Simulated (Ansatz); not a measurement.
ZnS: pressure 0.9 GPa

Start from ZnS in the wurtzite structure (space group P6_3mc, No. 186; a = 3.782 Å, c = 6.208 Å).

Now apply this change: a hydrostatic pressure of 0.9 GPa.

All numbers come from Ansatz (a first-principles code), PBEsol, PAW, cutoff 420 eV, without spin-orbit coupling. k-mesh 10×10×6 (Γ-centred); smearing 0.05 eV (Fermi–Dirac).

The density goes up by 0.05 g/cm³, from 4.21 g/cm³ to 4.26 g/cm³ and the c/a ratio stays essentially unchanged (1.641 against 1.642). The shortest interatomic distance decreases by 0.009 Å to 2.310 Å and the enthalpy H = E + PV relative to the base's energy comes out as +0.11 eV/atom. The band gap rises by 0.05 eV, from 2.15 eV to 2.20 eV and the gap character stays direct at Γ. The width of the top valence band increases by 0.040 eV, from 2.23 eV to 2.28 eV and the electron mass stays 0.16 mₑ along c, 0.18 mₑ across (at Γ). The valence-band top at Γ (three highest levels, from the VBM) stays 0.00, 0.00, -0.09 eV.

Final structure:

```
CELL_PARAMETERS angstrom
      3.76748     0.00000     0.00000
     -1.88374     3.26273     0.00000
      0.00000     0.00000     6.18596
ATOMIC_POSITIONS crystal
  Zn 0.33333 0.66667 0.00047
  Zn 0.66667 0.33333 0.50047
  S  0.33333 0.66667 0.37453
  S  0.66667 0.33333 0.87453
```

Load acts through the strain it causes; cell and atoms are relaxed under it. Masses are band curvatures over ±0.01 Å⁻¹ around the edge. Stability against distortions was not tested.
